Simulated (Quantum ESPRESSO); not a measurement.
Input and output of a self-consistent single point for TaAs (I4_1md, 4 atoms in the cell) (Quantum ESPRESSO).

Computed with PBE, SSSP 1.1.2 efficiency (PBE) pseudopotentials (plane waves; Quantum ESPRESSO).

The change in words: lattice scaled by 0.98. Reference geometry:
```
CELL_PARAMETERS angstrom
     -1.74764     1.74764     5.95596
      1.74764    -1.74764     5.95596
      1.74764     1.74764    -5.95596
ATOMIC_POSITIONS crystal
  Ta 0.49997 0.99997 0.50000
  Ta 0.74997 0.74997 0.00000
  As 0.08263 0.58263 0.50000
  As 0.33263 0.33263 0.00000
```

Reference input (self-consistent single point, DFT, PBE, plane waves, SSSP 1.1.2 efficiency (PBE) pseudopotentials): ecutwfc = 40 Ry; ecutrho = 320 Ry; occupations = smearing; smearing = gaussian; degauss = 0.0099958 Ry; potentials = {Ta: Ta_pbe_v1.uspp.F.UPF, As: As.pbe-n-rrkjus_psl.0.2.UPF}; K_POINTS = automatic 8 8 8 0 0 0; conv_thr = 1e-11 Ry. This run's input differs from it in these lines:

```diff
@@ -26,6 +26,6 @@
 ATOMIC_POSITIONS angstrom
-Ta    1.747642000    0.000000000    5.955601642
-Ta    0.000000000    0.000000000    8.933581142
-As    1.747642000    0.000000000    0.984281784
-As    0.000000000    0.000000000    3.962261284
+Ta    1.712689000    0.000000000    5.836489790
+Ta    0.000000000    0.000000000    8.754909790
+As    1.712689000    0.000000000    0.964596178
+As    0.000000000    0.000000000    3.883016178
 K_POINTS automatic
@@ -33,5 +33,5 @@
 CELL_PARAMETERS angstrom
-  -1.747642000     1.747642000     5.955959000
-   1.747642000    -1.747642000     5.955959000
-   1.747642000     1.747642000    -5.955959000
+  -1.712689000     1.712689000     5.836840000
+   1.712689000    -1.712689000     5.836840000
+   1.712689000     1.712689000    -5.836840000
```

The program printed (abridged):

```
     Self-consistent Calculation

     iteration #  1     ecut=    40.00 Ry     beta= 0.70

---- Real-time Memory Report at c_bands before calling an iterative solver
           324 MiB given to the printing process from OS
            92 MiB allocation reported by mallinfo(arena+hblkhd)
------------------

     Threshold (ethr) on eigenvalues was too large:
     Diagonalizing with lowered threshold

---- Real-time Memory Report at c_bands before calling an iterative solver
           361 MiB given to the printing process from OS
           136 MiB allocation reported by mallinfo(arena+hblkhd)
------------------

   [... lines left out ...]
           398 MiB given to the printing process from OS
           149 MiB allocation reported by mallinfo(arena+hblkhd)
------------------

     negative rho (up, down):  1.986E-01 0.000E+00

     total energy              =    -320.31011213 Ry
     estimated scf accuracy    <          1.3E-11 Ry

     iteration # 12     ecut=    40.00 Ry     beta= 0.70

---- Real-time Memory Report at c_bands before calling an iterative solver
           398 MiB given to the printing process from OS
           149 MiB allocation reported by mallinfo(arena+hblkhd)
------------------

     negative rho (up, down):  1.986E-01 0.000E+00
     End of self-consistent calculation

     the Fermi energy is    15.4082 ev

!    total energy              =    -320.31011213 Ry
     estimated scf accuracy    <          5.9E-13 Ry
     smearing contrib. (-TS)   =      -0.00057392 Ry
     internal energy E=F+TS    =    -320.30953820 Ry

     convergence has been achieved in  12 iterations

     negative rho (up, down):  1.986E-01 0.000E+00

     Forces acting on atoms (cartesian axes, Ry/au):

     atom    1 type  1   force =     0.00000000    0.00000000    0.00111188
     atom    2 type  1   force =     0.00000000    0.00000000    0.00111188
     atom    3 type  2   force =     0.00000000    0.00000000   -0.00111188
     atom    4 type  2   force =     0.00000000    0.00000000   -0.00111188

     Total force =     0.002224     Total SCF correction =     0.000000

     negative rho (up, down):  1.986E-01 0.000E+00
          total   stress  (Ry/bohr**3)                   (kbar)     P=       48.78
   0.00036201   0.00000000   0.00000000           53.25        0.00        0.00
   0.00000000   0.00036201   0.00000000            0.00       53.25        0.00
   0.00000000   0.00000000   0.00027079            0.00        0.00       39.83

   JOB DONE.
```

The run converged in 12 iterations. Against the reference run the free energy rises by 1.3 meV/atom, the pressure goes from -5.89 to 4.88 GPa and the largest force goes from 0.001 to 0.029 eV/Å. The full log also holds: “c_bands:  1 eigenvalues not converged”.

The starting cell comes from a database of computed structures (which also holds hypothetical and non-ambient phases and stackings), without a prior relaxation at this level. Its lattice was rescaled by a random factor within 2.5 % of one. For this run, on top of that: lattice scaled by 0.98. Spin-orbit coupling is off. Spin polarisation is off. With a pressure of about 5 GPa the cell is away from its equilibrium volume at this level.

Cost on one core of a shared machine: roughly 3 min.
